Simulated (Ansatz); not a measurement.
A relaxation of cell and atoms of Cr (Im-3m, 2 atoms in the cell) with Ansatz (a quantum-chemistry and plane-wave program).

Level of theory: PBE (plane waves, PAW; Ansatz).

```
CELL_PARAMETERS angstrom
      2.88000     0.00000     0.00000
      0.00000     2.88000     0.00000
      0.00000     0.00000     2.88000
ATOMIC_POSITIONS crystal
  Cr 0.00000 0.00000 0.00000
  Cr 0.50000 0.50000 0.50000
```
Moments meant for the start (each program seeds them in its own way; μB, in the order of the atoms Cr Cr): 1.5 -1.5.

Reference input (self-consistent single point, DFT, PBE, plane waves, default PAW files): basis.ecutwfc = 420 eV; kpoints.mp_grid.grid = 9 9 9; hamiltonian.xc = pbe; hamiltonian.pseudopotentials = {kind: paw} (the program's default PAW files); magnetization.spin_polarized = true; scf.occupations.method = gaussian; scf.occupations.width = 0.2 eV. This run's input differs from it in these lines:

```diff
@@ -20,2 +20,4 @@
   occupations: { method: gaussian, width: 0.2 eV }
+relax:
+  cell: {}
 output:
```

The program printed (abridged):

```
   [... SCF lines of the steps left out ...]
relax step   1: F+E_penalty+E_count = -6755.49971464 eV  Δ(F+E_penalty+E_count) = +0.000e0 eV  max|allowed force component| = 2.803e-45 eV/Å  Δτ_max = 0.0000 Å  P = -2.787 GPa  Ω = 23.888 Å³  (11 SCF iters, dr2 threshold 1.00e-7 eV, accepted)
relax step   2: F+E_penalty+E_count = -6755.50275493 eV  Δ(F+E_penalty+E_count) = -3.040e-3 eV  max|allowed force component| = 1.758e-46 eV/Å  Δτ_max = 0.0000 Å  P = -1.017 GPa  Ω = 23.645 Å³  energy of the carried Pulay correction = +1.347e-4 eV  [...]
relax step   3: F+E_penalty+E_count = -6755.50325179 eV  Δ(F+E_penalty+E_count) = -4.969e-4 eV  max|allowed force component| = 1.761e-46 eV/Å  Δτ_max = 0.0000 Å  P = +0.049 GPa  Ω = 23.507 Å³  energy of the carried Pulay correction = +2.115e-4 eV  [...]
relax step   4: F+E_penalty+E_count = -6755.50301861 eV  Δ(F+E_penalty+E_count) = +2.332e-4 eV  max|allowed force component| = 7.044e-46 eV/Å  Δτ_max = 0.0000 Å  P = +0.044 GPa  Ω = 23.507 Å³  stress off target by 4.40e-2 GPa  SCF on the basis [...]
basis re-selected at this cell: Δ(F+E_penalty+E_count) = +2.332e-4 eV, ΔP = -0.005 GPa vs the last step
the relaxation is at rest under the 96 symmetry operations that the run kept from its start: a minimum is not shown …
the relaxation's final electronic state is not compared with the one that a single-point calculation of its input finds at the relaxed geometry …
Magnetization: 0.0000 μB (14.0000 up, 14.0000 down)
   [... lines left out ...]
Absolute magnetization: 2.1042 μB (∫|ρ↑−ρ↓|, with the PAW one-centre terms)
Free energy (F): -6755.503019 eV
Fermi energy:    19.049176 eV
   [... lines left out ...]
to start a new deck from the relaxed geometry:
  cell:  # Å, volume = 23.5073 Å³
    - [2.8646226118955904, 9.388908478887775e-34, 1.2839532962581572e-34]
    - [9.388908478887775e-34, 2.8646226118955904, 0.0]
    - [1.1234591342258874e-34, 1.6049416203226965e-35, 2.8646226118955904]
  atoms:
    - { symbol: Cr, position: [0.0, 0.0, 0.0] }
    - { symbol: Cr, position: [0.5, 0.5, 0.5] }
```

The run converged. 

Summary of the result:
| Quantity | Value |
|---|---|
| Free energy E − TS (on the zero of these files) | -6755.5030 eV |
| Fermi level (on the code's own zero) | 19.05 eV |
| Pressure | 0.04 GPa |
| Size of the cell's spin moment | 0.00 μB |
| Final cell | a = b = c = 2.8646 Å, α = β = γ = 90.00° |
| Final volume per atom | 11.75 Å³ |
| Relaxation steps | 4 |

The starting cell has typed, rounded lattice constants, without a prior relaxation at this level. The magnetic order is the one reached from the typed start; others were not searched systematically. The relaxation keeps the symmetry of its start, so its end need not be a minimum. Ansatz's pressure includes its estimate of the finite-basis (Pulay) stress.

Keys are those of Ansatz 0.2.
